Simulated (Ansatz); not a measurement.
Worked example: self-consistent single point of CsLuS2 (R3m, 4 atoms in the cell) in Ansatz (an electronic-structure program).

Level of theory: PBEsol, default PAW files made with PBE (plane waves; Ansatz).

```
CELL_PARAMETERS angstrom
      1.98803     1.14779     8.02099
     -1.98803     1.14779     8.02099
      0.00000    -2.29558     8.02099
ATOMIC_POSITIONS crystal
  Cs 0.00208 0.00208 0.00208
  Lu 0.50000 0.50000 0.50000
  S  0.77409 0.77409 0.77409
  S  0.22591 0.22591 0.22591
```

Reference input (self-consistent single point, DFT, PBEsol, plane waves, default PAW files made with PBE): basis.ecutwfc = 420 eV; kpoints.mp_grid.grid = 7 7 7; hamiltonian.xc = pbesol; hamiltonian.pseudopotentials = {kind: paw} (the program's default PAW files); scf.occupations.method = fixed. This run's input differs from it in these lines:

Ansatz 0.2 input:
```diff
@@ -14,3 +14,3 @@
 kpoints:
-  mp_grid: { grid: [7, 7, 7] }
+  mp_grid: { grid: [8, 8, 8] }
 hamiltonian:
```

Output, abridged:

```
SCF iter   1: F=—  HF=-21974.443420 eV  |F-HF|=—  |Δ(HF+E_count)|=         —  Δρ=4.35e-3  dr2=3.75e-2  ethr=1.77e-3  ⟨swp⟩=5.8  Hψ=7762  notcnv=0  defer=151
all-band conjugate gradients solve this SCF's bands
preconditioner: auto → Resta (q_TF=auto, 2.360 Å⁻¹)
SCF iter   2: F=—  HF=-21974.432657 eV  |F-HF|=—  |Δ(HF+E_count)|=   1.08e-2  Δρ=1.77e-3  dr2=5.92e-3  ethr=8.15e-5  ⟨swp⟩=3.0  Hψ=4053  notcnv=0  defer=195
   [... lines left out ...]
SCF iter   5: F=—  HF=-21974.431746 eV  |F-HF|=—  |Δ(HF+E_count)|=   4.71e-5  Δρ=9.77e-5  dr2=1.73e-5  ethr=2.73e-7  ⟨swp⟩=3.0  Hψ=3991  notcnv=0  defer=183
SCF iter   6: F=—  HF=-21974.431739 eV  |F-HF|=—  |Δ(HF+E_count)|=   7.22e-6  Δρ=4.58e-5  dr2=2.43e-6  ethr=3.75e-8  ⟨swp⟩=2.4  Hψ=3276  notcnv=0  defer=118
SCF iter   7: F=—  HF=-21974.431742 eV  |F-HF|=—  |Δ(HF+E_count)|=   2.91e-6  Δρ=8.76e-6  dr2=1.10e-7  ethr=5.29e-9  ⟨swp⟩=2.0  Hψ=2995  notcnv=0  defer=128
SCF iter   8: F=-21974.431742 eV  HF=-21974.431742 eV  |F-HF|=1.94e-9  |Δ(HF+E_count)|=   1.16e-7  Δρ=2.60e-6  dr2=1.20e-8  ethr=2.17e-10  ⟨swp⟩=14.9  Hψ=15068  notcnv=0
SCF 1 converged in 8 iterations: F = -21974.431742 eV  dr2 = 1.20e-8
Free energy (F): -21974.431742 eV
Internal energy: -21974.431742 eV  (E = F + TS)
E sigma→0 (E₀):  -21974.431742 eV
Fermi energy:    7.614715 eV
--- Forces (eV/Å), atoms counted from 1 ---
  atom   1  Cs     0.00000000     0.00000000    -0.13488272
  atom   2  Lu    -0.00000000    -0.00000000     0.12778157
  atom   3  S     -0.00000000     0.00000000    -0.08782022
  atom   4  S      0.00000000    -0.00000000     0.09492011
--- Stress (GPa, compression-positive) ---
       -0.838392       0.000000      -0.000000
        0.000000      -0.838392       0.000000
       -0.000000       0.000000      -1.463942
  P = ⅓ Tr σ = -1.0469 GPa (-10.469 kbar)
  The stress holds the Pulay correction. Without it, at fixed plane waves, as pw.x and ABINIT print it: P = -1.0634 GPa
```

The run converged in 8 iterations. Against the reference run the free energy is nearly the same (within 1 meV/atom), the pressure moves little (-1.04 to -1.05 GPa), the largest force stays at 0.135 eV/Å and the gap on the mesh goes from 1.950 to 1.885 eV.

The starting cell comes from a database of computed structures (which also holds hypothetical and non-ambient phases and stackings), without a prior relaxation at this level. Its lattice was rescaled by up to half a per cent. One atom was moved a little off its site on purpose. Spin-orbit coupling is off. Ansatz's pressure includes its estimate of the finite-basis (Pulay) stress.
